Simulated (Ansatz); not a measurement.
An Ansatz (a quantum-chemistry and plane-wave program) input (r2SCAN (Ansatz; PAW; 500 eV plane waves; without spin-orbit coupling), earlier PAW set):

Ansatz 0.2 input:
```yaml
crystal:
  lattice:
    - [7.2687950117, 0, 0]
    - [-3.6343975058, 6.294961135, 0]
    - [0, 0, 4.7178872781]
  atoms:
    - { symbol: Na, position: [0, 0, 0] }
    - { symbol: Rb, position: [0.3333333333, 0.6666666667, 0.6718861824] }
    - { symbol: Rb, position: [0.6666666667, 0.3333333333, 0.3281138176] }
basis: { ecutwfc: 500, ecutrho_ratio: 4, xc_grid: 4, fft_grid_basis: typed }
kpoints: { mp_grid: { grid: [8, 8, 10] } }
hamiltonian:
  xc: r2scan
  dispersion: none
  pseudopotentials: { azcp: { folder: ./paw }, kind: paw }
scf: { occupations: { method: fermi_dirac, width: 0.05 }, convergence: { dr2_threshold: 0.0000000003 } }
output: { forces: true, stress: true }
checkpoint: { write: state.ck, write_every: 1000 }
```

Q: Which symmetry and how many k-points will the program report, and about how many plane waves at Γ?

A: Space group P-3m1 (ITA 164) with 12 operations, k-points 80 of 640, and 5507 plane waves at Γ.

Each cell is one ordered arrangement of few atoms, which overstates ordering effects compared with a random alloy. No phonon test of stability was made. The cell was made from Rb by this change: x(Na) = 0.333, 3 atoms, P-3m1.
